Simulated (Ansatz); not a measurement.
## CuGaSe2: strain along the normal

CuGaSe2 (chalcopyrite, I-42d, 20.787 Å³/atom and stress up to 0.01 GPa in the relaxed cell, c along z) under an equal strain ε in the (001) plane with the normal axis free, as in a coherent film. LDA in Ansatz, a plane-wave DFT program (PAW, default set), 420 eV, 9×9×9 Γ-centred mesh, Fermi-Dirac smearing 0.05 eV; ions are relaxed, or left where forces stay under 0.02 eV/Å, within the symmetry of each cell.

Here s stands for strain and y for normal strain.

| strain (%) | normal strain (%) |
|---|---|
| -1.50 | 1.81 |
| -0.75 | 0.91 |
| 0.00 | 0.00 |
| 0.75 | -0.91 |
| 1.50 | -1.83 |
| 3.00 | ? |

Fit y of the 5 rows that show it with a straight line. Means: s 0, y -0.004. About the means, the sum of products is -6.8250 and the sum of squares of s is 5.6250; the slope is their ratio. Least squares gives y = -0.004 - 1.2133·s. Residuals (row less fit): -0.006, 0.004, 0.004, 0.004, -0.006; standard error 0.006 (degrees of freedom: 3). The slope, -1.213 ± 0.003, is the elastic response of the normal axis, −2C13/C33.

### Question
Estimate the missing y (s = 3.00); what did the run itself give?

### Answer
y = -0.004 - 1.2133 × 3.00 = -3.644%. The calculation gives -3.69%, 0.046% below the prediction (0.8 % of the range of y in the table). The row lies outside the fitted rows, so this is an extrapolation. From the scatter of the fitted rows alone, a prediction at this place has a standard error of 0.011%, so the miss is 4.2 times that.

A polynomial of degree 2 through the 8 other runs of the series gives -3.69 there, so most of the miss is curvature that the fit leaves out. This level leaves no gap over 0.05 eV at strain 3.00 %. Rows are the converged runs of the series near zero and its far end; series whose fitted rows scatter by over a few per cent of the range, as at a crossing or softening among them, aren't shown in this form, nor equations of state whose B0' disagrees with the runs' pressures. Most that stay on the fit to the last digits aren't either.
